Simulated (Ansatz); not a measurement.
Data:

```yaml
crystal:
  lattice:
    - [5.93971, 0.00000, 0.00000]
    - [0.00000, 5.93971, 0.00000]
    - [0.00000, 0.00000, 5.93971]
  atoms:
    - { symbol: Li, position: [0.00000, 0.00000, 0.00000] }
    - { symbol: Pb, position: [0.50000, 0.50000, 0.50000] }
    - { symbol: Br, position: [0.00000, 0.50000, 0.50000] }
    - { symbol: Br, position: [0.50000, 0.50000, 0.00000] }
    - { symbol: Br, position: [0.50000, 0.00000, 0.50000] }
```

No spin polarisation.

All numbers come from Kohn–Sham DFT with the PBE functional, run in Ansatz (an electronic-structure program) with PAW and 420 eV plane waves, no SOC. Γ-centred 6×6×6 mesh, Fermi–Dirac width 0.05 eV.

**Question.** Predict the hole mass and width of the top valence band.

**Answer.** 
```json
{
 "hole_mass": "0.16 mₑ (at R)",
 "width_of_the_top_valence_band": "1.92 eV"
}
```

Spin-orbit coupling, missing from the scalar runs, can matter with Pb. The levels and masses belong to the bands next to the band gap. Effective masses come from finite differences of ±0.01 Å⁻¹. No phonon test of stability was made. The cell was made from CsPbBr3 by this change: Cs → Li; the result is a hypothetical phase, not in the database extracts checked. Many cubic perovskites are stable only at high temperature; tilts and polar distortions were not tested.
